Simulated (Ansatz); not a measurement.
Structure of amorphous In$_{9}$Ga$_{9}$Zn$_{9}$O$_{41}$Ta$_{2}$ (periodic cell):

```xyz
70
Lattice="9.5859 -0.0885 0.1705 -0.0885 9.5217 -0.1424 0.1705 -0.1424 9.5385" Properties=species:S:1:pos:R:3 pbc="T T T"
In     8.0304     0.5362     0.4966
In     4.1654     1.9555     8.2944
In     3.7992     6.9325     4.1400
In     5.1444     8.9328     6.1895
In     1.6658     6.6230     8.1588
In     8.0169     2.5936     3.0287
In     7.6018     8.8181     3.6792
In     0.9500     8.2849     1.6969
In     7.9483     1.3894     6.6871
Ga     3.9879     8.5315     9.2316
Ga     7.5717     5.4512     4.1472
Ga     1.2873     4.6067     3.2247
Ga     8.5089     6.3765     0.5129
Ga     4.8439     0.4045     2.5284
Ga     0.5988     6.9771     5.1530
Ga     8.6178     4.9789     7.1933
Ga     1.5788     0.1609     7.6251
Ga     5.6005     6.7361     1.7729
Zn     3.1236     5.0106     0.4461
Zn     0.5648     3.3707     0.1353
Zn     5.0183     3.8231     3.0100
Zn     5.6219     3.5719     6.1544
Zn     5.3653     6.2674     7.7625
Zn     0.8272     0.6358     4.3261
Zn     3.2239     1.9537     4.8500
Zn     7.8301     8.0020     7.4298
Zn     2.5539     1.9177     1.7610
O      4.5636     8.2289     1.4779
O      1.9119     8.5986     9.2041
O      0.7421     6.3695     0.8733
O      1.8395     2.0143     8.3150
O      4.4337     8.9853     4.1107
O      0.0126     8.2752     3.8176
O      1.9417     4.4591     8.3986
O      6.6280     5.9697     0.4943
O      4.1862     2.0954     3.2290
O      7.2310     8.8891     5.7796
O      1.4581     7.9993     6.4696
O      1.8130     6.3531     3.7684
O      1.0418     5.3473     6.3303
O      3.7423     6.5478     8.9196
O      1.8233     3.5080     4.6282
O      2.0045     3.8073     1.6547
O      6.7124     6.8827     3.3030
O      6.4526     3.9833     4.4491
O      1.9524     0.3817     2.7513
O      8.3848     6.1523     5.6424
O      9.2801     1.9080     1.4670
O      4.0412     1.0023     0.6899
O      7.1444     1.9353     8.9634
O      5.9192     8.1898     8.1977
O      5.8138     1.6425     6.6377
O      1.6645     1.3150     5.9450
O      8.9185     6.6104     8.2068
O      8.4070     8.2246     1.2937
O      3.6557     3.2379     6.4916
O      6.5553     3.5324     1.7963
O      6.7446     0.6650     2.4512
O      6.6699     4.6690     7.5249
O      9.1905     3.1500     6.8591
O      8.9798     4.5299     3.2593
O      3.6703    -0.0074     7.6449
O      4.8254     3.7204     9.3096
O      8.5673     1.3175     4.5650
O      9.1058     0.1281     8.0573
O      8.6940     4.2792     9.3685
O      4.7254     6.7808     5.9447
O      4.2948     5.5681     2.5029
Ta     1.6322     3.4442     6.6746
Ta     6.7872     3.7040     9.4790
```

All values below come from PBE, scalar-relativistic without spin-orbit coupling (plane waves to 420 eV, PAW; Ansatz, a program for electronic structure).

The cell was made by melting and quenching with the CHGNet potential and then relaxed with DFT. O atoms were pushed apart under 1.9 Å during the dynamics, to hinder bonds among them. The hot cell started wider than the set density and was brought back towards it in steps. It is the lowest in DFT energy of 2 quenches. It is a model cell: composition and starting density were chosen by hand, and all elements were melted together. No dispersion term was used. Its density started from a set value of 6.12 and ended at 6.24 g/cm³. The quench (nominally 210 K/ps over its main leg) was far faster than any real one, so the model tends to hold more defects than a real film. A cell of this size samples the disorder only roughly. Volume and shape were free in the relaxation. On a 2×2×2 Γ-centred mesh force components of up to 0.22 eV/Å stay, since the relaxation ran on the zone centre alone.

Cut-offs for bonds: In-In 3.12 Å, In-Ga 2.90 Å, In-Zn 2.90 Å, In-O 2.72 Å, In-Ta 3.12 Å, Ga-Ga 2.68 Å, Ga-Zn 2.68 Å, Ga-O 2.44 Å, Ga-Ta 2.90 Å, Zn-Zn 2.68 Å, Zn-O 2.32 Å, Zn-Ta 2.90 Å, O-O 1.58 Å, O-Ta 2.60 Å, Ta-Ta 3.12 Å. Two cations that share two anions don't count as bonded, nor two that share one unless they lie closer than In-In 3.04 Å, In-Ga 2.82 Å, In-Zn 2.82 Å, In-Ta 3.04 Å, Ga-Ga 2.61 Å, Ga-Zn 2.61 Å, Ga-Ta 2.82 Å, Zn-Zn 2.61 Å, Zn-Ta 2.82 Å, Ta-Ta 3.04 Å.

Q: Give the coordination numbers, mean bond lengths and angles.

A: 
```
Quantity                                                                  Result
---------------------------------  ---------------------------------------------
Mean coordination of In by anions  5.67 (1 with 4, 2 with 5, 5 with 6, 1 with 7)
Mean coordination of Ga by anions            5.00 (3 with 4, 3 with 5, 3 with 6)
Mean coordination of Zn by anions                      4.11 (8 with 4, 1 with 5)
Mean coordination of O                               3.56 (18 with 3, 23 with 4)
Mean coordination of Ta by anions                      6.50 (1 with 6, 1 with 7)
Mean In-O bond                              2.220 Å (spread 0.117 Å, 51 counted)
Mean Ga-O bond                              1.975 Å (spread 0.099 Å, 45 counted)
Mean Zn-O bond                              2.027 Å (spread 0.072 Å, 37 counted)
Mean O-Ta bond                              2.055 Å (spread 0.113 Å, 13 counted)
Bond angle at In                                       mean 104.5°, spread 30.0°
Bond angle at Ga                                       mean 106.4°, spread 26.4°
Bond angle at Zn                                       mean 106.8°, spread 20.9°
Bond angle at O                                        mean 110.5°, spread 17.1°
Bond angle at Ta                                       mean 103.1°, spread 30.4°
```

Q: List the pairs of like atoms that count as bonded by the rules above.

A: There are none by these rules.
